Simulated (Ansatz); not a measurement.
## Effect of pressure 1.5 GPa on SrCl2

The reference is SrCl$_{2}$ in the fluorite structure (space group Fm-3m, No. 225; a = 6.908 Å).

One thing is altered: cell and atoms relaxed at a pressure of 1.5 GPa.

The values are results of Kohn–Sham DFT with the PBEsol functional, run in Ansatz (a first-principles code) with PAW and 420 eV plane waves, scalar-relativistic without spin-orbit coupling, not measurements. k-mesh 8×8×8 (Γ-centred); smearing 0.05 eV (Fermi–Dirac).

```yaml
volume_per_atom: 26.49 Å³ (base 27.47 Å³)
lattice_parameter_a: 6.825 Å (base 6.908 Å)
band_gap: 5.31 eV (base 5.25 eV)
gap_character: direct at X (base indirect, X → Γ)
width_of_the_top_valence_band: 1.15 eV (base 1.10 eV)
electron_mass: 0.94 mₑ along k, 0.61 mₑ across (at X) (base 0.37 mₑ (at Γ))
```

Final structure:

```xyz
3
Lattice="0.0000 3.4126 3.4126 3.4126 0.0000 3.4126 3.4126 3.4126 0.0000" Properties=species:S:1:pos:R:3 pbc="T T T"
Sr     0.0000     0.0000     0.0000
Cl     1.7063     1.7063     1.7063
Cl     5.1189     5.1189     5.1189
```

Load acts through the strain it causes; cell and atoms are relaxed under it. Effective masses come from finite differences of ±0.01 Å⁻¹. Along k means along the line from Γ to the band edge. Stability against distortions was not tested.
